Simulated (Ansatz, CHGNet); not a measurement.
**CsCl-type TiCo: properties by level of theory**

Reference values: lattice constant a 2.995 Å (measured, room temperature, not corrected to a static lattice; as tabulated in Yamada et al. (2019), arXiv:1910.09660); formation enthalpy -0.428 ± 0.009 eV/atom (measured, 298 K, copied from a table, unchecked, not corrected to a static lattice; as tabulated in Wang et al. (2021), doi:10.1038/s41598-021-94550-5).

| level (code) | equilibrium lattice constant a (Å) | enthalpy of formation (eV/atom) |
|---|---|---|
| CHGNet-r²SCAN | 2.978 | -0.409 |
| RPBE (Ansatz) | 2.997 | -0.350 |
| PBE-D3(BJ) (Ansatz) | 2.934 | -0.418 |
| rVV10 (Ansatz) | 2.982 | -0.395 |

Differences from the reference values (errors of the level alone only where the reference is corrected to a static lattice):

```csv
level,lattice constant a (%),formation enthalpy (eV/atom)
CHGNet-r²SCAN,-0.57,+0.019
RPBE,+0.07,+0.078
PBE-D3(BJ),-2.04,+0.010
rVV10,-0.43,+0.033
```

Nearest: lattice constant a, not ranked (reference at room or unstated temperature); formation enthalpy, not ranked (one source).

Machine-learned potentials (CHGNet-r²SCAN) are trained on DFT data: a solid inside that data is no test of them.

Ansatz's density-functional and Hartree–Fock values are scalar-relativistic unless marked +SOC, with PAW data made under PBE.

The crystal itself was run without spin with RPBE, PBE-D3(BJ), rVV10; a magnetic state was not tried in these runs.

Differences are worked out from the printed values.

Static lattice: no zero-point or thermal effects.

Ansatz is a program for electronic structure.
